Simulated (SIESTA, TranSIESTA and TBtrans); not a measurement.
## Pd chain with one bond stretched by 2.5 Å

Device: Pd chain with one bond stretched by 2.5 Å. Leads: straight Pd chain, spacing 2.5 Å. Geometry: as built, not relaxed.

TranSIESTA and TBtrans, PBE, DZP numerical orbitals (energy shift 0.15 eV), PseudoDojo norm-conserving scalar-relativistic potentials, mesh cutoff 200 Ry, 300 K, spin-polarised (collinear), no spin-orbit coupling; self-consistent non-equilibrium Green functions.

```
Property                                                       Value
-------------------------------------------------------------  -----
Conductance at 300 K (G0 = 2e²/h)                              0.074
Thermopower (μV/K)                                               -22
Mean T from −0.5 to 0.5 eV                                     0.078
Spin polarisation of the conductance, (up − down)/(up + down)  -0.05
```

Energies count from the leads' Fermi level. Transmissions are for each spin. The energy step is 0.01 eV; narrower resonances are cut or missed.

```tsv
E (eV)	T up	T down	lead channels up	down
-2.00	0.0016	0.0014	3	3
-1.90	0.0017	0.0017	3	3
-1.80	0.0019	0.0019	3	3
-1.70	0.0020	0.0021	3	3
-1.60	0.0021	0.0023	3	3
-1.50	0.0022	0.0025	3	3
-1.40	0.0024	0.0026	3	3
-1.30	0.0025	0.0027	3	3
-1.20	0.0027	0.0028	3	3
-1.10	0.0030	0.0028	3	3
-1.00	0.0035	0.0028	band edge	3
-0.90	0.0042	0.0028	band edge	3
-0.80	0.0058	0.0028	band edge	3
-0.70	0.013	0.0028	band edge	3
-0.60	0.053	0.0028	band edge	band edge
-0.50	0.058	0.0030	4	band edge
-0.40	0.060	0.027	4	band edge
-0.30	0.057	0.023	4	band edge
-0.20	0.055	0.031	4	band edge
-0.10	0.057	0.048	band edge	4
0.00	0.070	0.076	1	4
0.10	0.080	0.11	1	4
0.20	0.089	0.14	1	4
0.30	0.099	0.15	1	4
0.40	0.11	0.13	1	4
0.50	0.12	0.13	1	band edge
0.60	0.13	0.14	1	1
0.70	0.14	0.14	1	1
0.80	0.16	0.15	1	1
0.90	0.17	0.15	1	1
1.00	0.18	0.16	1	1
1.10	0.20	0.17	1	1
1.20	0.22	0.18	1	1
1.30	0.23	0.19	1	1
1.40	0.25	0.20	1	1
1.50	0.27	0.21	1	1
1.60	0.28	0.23	1	1
1.70	0.30	0.24	1	1
1.80	0.32	0.26	1	1
1.90	0.34	0.28	1	1
2.00	0.36	0.30	1	1
```

The magnetic order of the leads was set by the start, and no other order was tried; the separate lead runs end at 0.76 (left) and 0.76 (right) μB an atom. The straight chain is held at its spacing; free chains may zigzag or dimerise.
